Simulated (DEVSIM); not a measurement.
Structure: W/SiO2/n-InP capacitor, at 300 K.

Layer 1 from the left is SiO2, thickness (nm) 33.0. Layer 2 from the left is InP, thickness (nm) 4400, Nd (cm⁻³) 2e16.

Metal gate on the left, work function 4.6 eV. Fixed charge at the semiconductor interface -7.7e10 cm⁻² (in units of +e); interface traps 2e12 cm⁻² eV⁻¹, uniform in energy, neutral level at 0.3 of the gap above the valence band.

This is a model device: material constants are rounded textbook-type values typed into the input, and sizes, dopings and lifetimes were drawn at random. Values at 300 K.

SiO2: gap (eV) 9, affinity (eV) 0.9, permittivity 3.9. InP: gap (eV) 1.344, affinity (eV) 4.38, permittivity 12.5, Nc (cm⁻³) 5.7e17, Nv (cm⁻³) 1.1e19.

DEVSIM, 1D Poisson equation in equilibrium, Boltzmann statistics, complete ionisation; no quantum confinement or tunnelling. Metal contacts follow the ideal Schottky-Mott rule: no Fermi-level pinning, no interface dipoles.

Q: What does the simulation give for the minimum of the low-frequency capacitance, the flat-band voltage?

A: minimum of the low-frequency capacitance 0.0813 μF/cm²; flat-band voltage 2.87 V.
